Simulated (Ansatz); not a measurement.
## LaAlGe (space group I4_1md, No. 109)

Space group I4₁md (No. 109); a = b = 4.310 Å, c = 14.734 Å, α = β = γ = 90.00°

```json
[
 {"atom": "La", "site": "4a", "symmetry": "2mm.", "x": "0.0000", "y": "0.0000", "z": "0.7507"},
 {"atom": "Al", "site": "4a", "symmetry": "2mm.", "x": "0.0000", "y": "0.0000", "z": "0.1671"},
 {"atom": "Ge", "site": "4a", "symmetry": "2mm.", "x": "0.0000", "y": "0.0000", "z": "0.3338"}
]
```
(The calculation used a cell of 6 atoms; values per cell refer to that cell.)

Computed with PBEsol in Ansatz (plane waves to 420 eV, PAW, no spin-orbit coupling). Γ-centred 15×15×15 mesh, Fermi–Dirac width 0.05 eV.

| Quantity | Value |
|---|---|
| Volume per atom | 22.81 Å³ |
| Density | 5.79 g/cm³ |
| Band gap | zero |
| Total energy | -3647.178 eV/atom (σ→0; compares only within this code and set-up) |

Stability against distortions was not tested. All final runs are without spin polarisation. A zero or small gap of LaAlGe can be the functional's error rather than a property of the material.

Ansatz is an electronic-structure program.
